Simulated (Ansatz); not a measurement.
GaP (F-43m), r2SCAN with spin-orbit coupling, rigid bands in Ansatz (a first-principles code): N_v = 2.26e19 cm⁻³ at 300 K and a hole conductivity mass of 0.480 mₑ.

Problem. For 1e17 holes per cm³ at 300 K, place the Fermi level, estimate the Seebeck coefficient of a parabolic band with constant τ, and give mobility and conductivity for τ = 50 fs.

Solution. The level lies k_BT ln(N_v/p) = 0.140 eV above the valence-band maximum. S ≈ +(k_B/e)[ln(N_v/p) + 5/2] = 683 μV/K, against 710 μV/K from the full bands (mean over directions). μ = eτ/m = 183 cm²/(V·s) and σ = peμ = 2.94 S/cm. τ is assumed, not computed.

Band transport and this doping are assumed; polarons and phonon drag are left out.
